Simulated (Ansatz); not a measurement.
Take GaN in the wurtzite structure (space group P6_3mc, No. 186; a = 3.152 Å, c = 5.138 Å) as the base. Axes: x lies along a and z along c of the hexagonal cell.

Method: LDA (Ansatz, a program for electronic structure; PAW; 420 eV plane waves; no spin-orbit coupling).

For the base:

```
Property                                      Value
-----------------------------  --------------------
Valence-band top at Γ          0.00, 0.00, -0.05 eV
Shortest interatomic distance               1.927 Å
Band gap                                    2.13 eV
```

Perturbation: uniaxial strain ε_xx = +3.00 %, all other strain components held at zero, atoms relaxed at fixed cell.

Q: What does the calculation give for the valence-band top at Γ after the change?

A: The valence-band top at Γ (three highest levels, from the VBM) goes from 0.00, 0.00, -0.05 eV to 0.00, -0.04, -0.16 eV.

Q: Predict the new shortest interatomic distance.

A: The shortest interatomic distance goes up by 0.015 Å to 1.942 Å.

Q: Estimate the effect on the stress.

A: The stress (xx, yy, zz, yz, xz, xy; compression positive) comes out as (-10.31, -3.81, -2.78, 0.00, 0.00, 0.00) GPa.

Q: Estimate the effect on the band gap.

A: The band gap shrinks by 0.24 eV, from 2.13 eV to 1.89 eV.

Q: Estimate the effect on the largest internal atomic displacement.

A: The largest internal atomic displacement comes out as 0.017 Å.

Whether these cells are dynamically stable was not tested.
